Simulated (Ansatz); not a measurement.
# HfO₂ (Pbca, No. 61, 24 atoms in the cell; start mp-1858; a measured phase of this formula has another space group)

Computed with r²SCAN+SOC (PAW; Ansatz, a quantum-chemistry and plane-wave program).

Settings: plane-wave cutoff 600 eV, 8×4×8 k mesh (along the axes of the cell as run), Fermi–Dirac smearing 0.01 eV, PAW data made under PBE.

Cell (relaxed with PBEsol):

```cif
data_Hf8O16
_chemical_formula_sum 'Hf8 O16'
_space_group_name_H-M_alt 'Pbca'
_space_group_IT_number 61
_space_group_name_Hall '-P 2ac 2ab'
_cell_length_a 5.04635
_cell_length_b 9.98258
_cell_length_c 5.21847
_cell_angle_alpha 90.000
_cell_angle_beta 90.000
_cell_angle_gamma 90.000
loop_
_atom_site_label
_atom_site_type_symbol
_atom_site_symmetry_multiplicity
_atom_site_Wyckoff_symbol
_atom_site_fract_x
_atom_site_fract_y
_atom_site_fract_z
_atom_site_occupancy
Hf1 Hf 8 c 0.25423 0.11529 0.03571 1
O1 O 8 c 0.49747 0.47678 0.23842 1
O2 O 8 c 0.12776 0.20966 0.37506 1
```

For HfO₂ (Pbca, No. 61, 24 atoms in the cell; start mp-1858; a measured phase of this formula has another space group), the band gap comes out as 4.85 eV (indirect) and the smallest direct gap on the k points sampled is 4.99 eV. The direct gap at Γ is 5.11 eV.

Note: cell and atoms aren't relaxed at this level (largest force component 0.05 eV/Å, pressure 1.9 GPa).

Static lattice: no zero-point or thermal effects.

A start named mp-… is a Materials Project structure, which need not be a measured phase.
